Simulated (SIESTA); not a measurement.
**A series of runs on SrMg6Zn (Amm2, 8 atoms in the cell)**

```
CELL_PARAMETERS angstrom
      5.05318     0.00000     0.00000
      0.00000     3.33378     5.76197
      0.00000    -3.33378     5.76197
ATOMIC_POSITIONS crystal
  Sr 0.50000 0.67442 0.67442
  Mg 0.00000 0.30238 0.84176
  Mg 0.00000 0.84176 0.30238
  Mg 0.00000 0.33078 0.33078
  Mg 0.50000 0.16074 0.68096
  Mg 0.50000 0.68096 0.16074
  Mg 0.50000 0.16249 0.16249
  Zn 0.00000 0.84646 0.84646
```

Base run A: GGA PBEsol, numerical atomic orbitals DZP, PseudoDojo PBEsol standard norm-conserving potentials (rewritten from UPF to PSML) (SIESTA), self-consistent single point.

Its settings: XC.functional = GGA; XC.authors = PBEsol; potentials = PseudoDojo PBEsol standard; PAO.BasisSize = DZP; PAO.EnergyShift = 0.01 Ry; MeshCutoff = 400 Ry; kgrid.MonkhorstPack = 5 4 4; OccupationFunction = MP; OccupationMPOrder = 1; ElectronicTemperature = 0.2 eV; MaxSCFIterations = 150; SCF.Mixer.Method = Pulay; SCF.Mixer.Weight = 0.25; SCF.Mixer.History = 6; SCF.DM.Tolerance = 1.0E-05.

The starting cell comes from a database of computed structures (which also holds hypothetical and non-ambient phases and stackings), without a prior relaxation at this level. Its lattice was rescaled by a random factor within 2.5 % of one. Values carry the incompleteness of an atom-centred basis.

ΔF is the free energy per atom less that of run A. 

Run A gave: pressure (GPa) 2.04; largest force (eV/Å) 0.384; TS (meV/atom) -0.2.

Runs:
- B: OccupationMPOrder: 1 → 0
- C: OccupationMPOrder: 1 → 0; ElectronicTemperature: 0.2 eV → 0.3 eV
- D: OccupationFunction: MP → FD; OccupationMPOrder: 1 → default; ElectronicTemperature: 0.2 eV → 0.05 eV
- E: OccupationFunction: MP → FD; OccupationMPOrder: 1 → default
- F: ElectronicTemperature: 0.2 eV → 0.05 eV

**Question.** What does run D change against A?

**Answer.** The free energy drops by 1.6 meV/atom, the pressure stays at 2.04 GPa and the largest force stays at 0.384 eV/Å.

**Question.** What does run C change against A?

**Answer.** The free energy falls by 8.0 meV/atom, the pressure stays at 2.04 GPa and the largest force goes from 0.384 to 0.372 eV/Å.

**Question.** What does run E change against A?

**Answer.** The free energy falls by 23.8 meV/atom, the pressure moves little (2.04 to 2.12 GPa) and the largest force goes from 0.384 to 0.356 eV/Å.

```tsv
run	ΔF (meV/atom)	pressure (GPa)	largest force (eV/Å)	TS (meV/atom)
A	0.00	2.04	0.384	-0.2
B	-3.6	2.04	0.377	7.0
C	-8.0	2.04	0.372	15.4
D	-1.55	2.04	0.384	2.9
E	-23.8	2.12	0.356	49.9
F	-0.01	2.03	0.387	0.0
```
